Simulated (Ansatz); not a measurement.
Consider GaN in the wurtzite structure (space group P6_3mc, No. 186).

```
CELL_PARAMETERS angstrom
      3.18261     0.00000     0.00000
     -1.59131     2.75622     0.00000
      0.00000     0.00000     5.18530
ATOMIC_POSITIONS crystal
  Ga 0.66667 0.33333 0.00091
  Ga 0.33333 0.66667 0.50091
  N  0.66667 0.33333 0.62429
  N  0.33333 0.66667 0.12429
```

The values are results of DFT with PBEsol, PAW potentials and a 420 eV plane-wave cutoff in Ansatz (a first-principles code), no spin-orbit coupling, not measurements.

One change was made to it. Results:

The band gap falls by 0.582 eV (1.88 eV → 1.29 eV); the lattice parameter a grows by 0.650 Å (3.183 Å → 3.833 Å).

**Question.** Name the change that was made.
A. N → P
B. Ga → Zn
C. N → C

**Answer.** A, N → P. For comparison, the band gap in the other runs: N → C gives zero; Ga → Zn gives zero.

Stability against distortions was not tested. As relaxed here, GaC and ZnN are hypothetical phases, not in the database extracts checked. For GaP in this form, whether it has been made was not checked. All final runs are without spin polarisation. This is not the structure that GaP has at room temperature and ambient pressure.
